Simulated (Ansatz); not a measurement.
Levels about the gap of amorphous Ti20O42Zr (63 atoms in a cell of 775 Å³, 3.69 g/cm³; zone centre alone, so wide bands show as single levels with stretches between that a denser mesh fills), at the geometry that PBE relaxed, where it gives 1.7 GPa on a denser mesh. The participation number counts the atoms over which a state spreads; weights are charges in smoothed Voronoi cells. The levels come from a single point, so bond lengths are those of that geometry. Method of the levels: PBE, scalar-relativistic without spin-orbit coupling (Ansatz, a quantum-chemistry and plane-wave program). Sampling: the zone centre alone; Fermi-Dirac width 0.02 eV; no spin polarisation. At PBE the levels at the filled edge of the gap are localised (band-tail or defect states).

Preparation: random packing, a CHGNet melt and quench, and a DFT relaxation. O atoms were pushed apart under 1.9 Å during the dynamics, to hinder bonds among them. The hot cell started wider than the set density and was brought back towards it in steps. It is the lowest in DFT energy of 2 quenches. It is a model cell: composition and starting density were chosen by hand, and all elements were melted together. No dispersion term was used. Its density started from a set value of 3.69 and ended at 3.69 g/cm³. The simulated quench (nominally 360 K/ps over its main leg) is rapid and tends to freeze in more defects than a deposited or slowly cooled glass has. One small periodic cell is one sample of the glass; other quenches scatter about these values. The volume was held where the preparation left it and the shape relaxed, at a PBE pressure of 1.7 GPa. Stress components on the final sampling reach 1.8 GPa.

```
E - E(highest filled), eV  filling  participation number        largest on  weight O  weight Ti  weight Zr
-------------------------  -------  --------------------  ----------------  --------  ---------  ---------
-0.36                       filled                  27.6   O, 3 neighbours      0.92       0.08       0.00
-0.35                       filled                  18.7   O, 2 neighbours      0.91       0.09       0.00
-0.32                       filled                  16.2   O, 3 neighbours      0.92       0.08       0.00
-0.30                       filled                  27.5   O, 3 neighbours      0.94       0.06       0.00
-0.21                       filled                  21.4   O, 3 neighbours      0.93       0.06       0.00
-0.07                       filled                   8.4   O, 2 neighbours      0.92       0.07       0.00
0.00                        filled                  12.3   O, 2 neighbours      0.93       0.07       0.00
2.74                         empty                  15.4  Ti, 6 neighbours      0.18       0.82       0.01
2.81                         empty                  17.6  Ti, 5 neighbours      0.18       0.82       0.00
2.84                         empty                  18.2  Ti, 6 neighbours      0.18       0.81       0.01
2.90                         empty                  16.8  Ti, 6 neighbours      0.19       0.80       0.01
2.94                         empty                  14.9  Ti, 6 neighbours      0.20       0.80       0.00
2.98                         empty                  17.3  Ti, 5 neighbours      0.20       0.79       0.01
3.04                         empty                  22.3  Ti, 6 neighbours      0.20       0.80       0.00
```

Most localised among these is the filled level at -0.07 eV, on a O atom, which has 2 neighbours (Ti 1.85 Å, Ti 1.88 Å).
